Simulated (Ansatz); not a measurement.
Consider SiC in the zinc blende structure (space group F-43m, No. 216; a = 4.3569 Å). Axes: x, y, z lie along the cube axes.

Calculations: PBEsol in Ansatz (plane waves to 420 eV, PAW, scalar-relativistic without spin-orbit coupling).

Before the change:

| Quantity | Result |
|---|---|
| Valence-band top at Γ | 0.00, 0.00, 0.00 eV |
| Band gap | 1.24 eV |
| Electron mass | 0.62 mₑ along k, 0.22 mₑ across (at X) |

The change: uniaxial strain ε_zz = +2.00 %, all other strain components held at zero, atoms relaxed at fixed cell.

Task: What does the calculation give for the stress, valence-band top at Γ, band gap and electron mass after the change?

Result: The stress (xx, yy, zz, yz, xz, xy; compression positive) is (-2.53, -2.53, -7.72, 0.00, 0.00, 0.00) GPa; the valence-band top at Γ (three highest levels, from the VBM) becomes 0.00, 0.00, -0.14 eV (base: 0.00, 0.00, 0.00 eV); the band gap drops by 0.086 eV (1.24 eV → 1.16 eV); the electron mass goes from 0.62 mₑ along k, 0.22 mₑ across (at X) to 0.68 mₑ along k, 0.23 mₑ across (at X).

Masses are band curvatures over ±0.01 Å⁻¹ around the edge. Along k means along the line from Γ to the band edge. Whether these cells are dynamically stable was not tested.

Ansatz is an electronic-structure program.
